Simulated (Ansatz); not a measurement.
Results of r²SCAN+rVV10 in Ansatz (plane waves, PAW) for BN (model structure, started from the rocksalt type, Fm-3m, No. 225, 2 atoms in the cell).

Run with plane-wave cutoff 560 eV, 16×16×16 k mesh, Fermi–Dirac smearing 0.01 eV, scalar-relativistic PAW data made under PBE.

Cell (relaxed at this level):

```cif
data_BN
_chemical_formula_sum 'N1 B1'
_space_group_name_H-M_alt 'P 1'
_space_group_IT_number 1
_cell_length_a 2.46723
_cell_length_b 2.46723
_cell_length_c 2.46723
_cell_angle_alpha 60.000
_cell_angle_beta 60.000
_cell_angle_gamma 60.000
loop_
_space_group_symop_operation_xyz
  'x, y, z'
loop_
_atom_site_label
_atom_site_type_symbol
_atom_site_fract_x
_atom_site_fract_y
_atom_site_fract_z
_atom_site_occupancy
N1 N 0.00000 0.00000 0.00000 1
B1 B 0.50000 0.50000 0.50000 1
```

Q: Give the computed band gap, smallest direct gap on the k points sampled and Γ–Γ gap.

A: 
- band gap: 1.35 eV (indirect)
- smallest direct gap on the k points sampled: 6.54 eV
- Γ–Γ gap: 10.75 eV

Note: the relaxation could raise the start's symmetry but not lower it, so the cell can be a saddle point.

The result took around 4 core-seconds (rough).

A model structure was made by putting elements into a prototype or built by hand; it is no filed structure, need not be a known phase, and can be a saddle point held by its symmetry.

Ansatz is a first-principles code.
